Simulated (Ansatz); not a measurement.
The starting structures come from a database of crystals and need not be the phases stable at ambient conditions.

Inside the gap of an insulator the Bloch states are evanescent, with a wavenumber k + iκ along the transport direction.

Here is the system:

```xyz
12
Lattice="6.8013 0.0000 0.0000 -3.4006 8.2359 0.0000 0.0000 2.6886 6.0875" Properties=species:S:1:pos:R:3 pbc="T T T"
K      1.6654     7.1964     4.0966
K      1.7352     3.7281     1.9909
K      5.0661     5.0724     5.0346
K     -1.6654     5.8521     1.0528
Na     3.4006     0.6721     1.5219
Na     3.4006     2.0164     4.5656
Ga     0.0000     2.0164     4.5656
Ga     0.0000     0.6721     1.5219
As     5.4266     2.6511     2.4666
As    -2.0260     8.2734     3.6209
As     2.0260     6.9291     0.5772
As     1.3747     3.9953     5.5103
```

Space group of this cell: Ibam. The cell is taken as given; by PBEsol its mean pressure is -1.5 GPa.

Transport runs along the normal of the first two printed cell vectors.

The gap is the functional's own, uncorrected, and κ follows it; spin-orbit coupling is left out. Mid-gap values are interpolated between the computed energies.

### Question
Compute, with PBEsol (Ansatz, an electronic-structure program), the band gap and the smallest decay constant κ at mid-gap.

### Answer
Gap 0.72 eV on a 6×6×6 mesh; κ = 0.078 1/Å, at the zone centre.
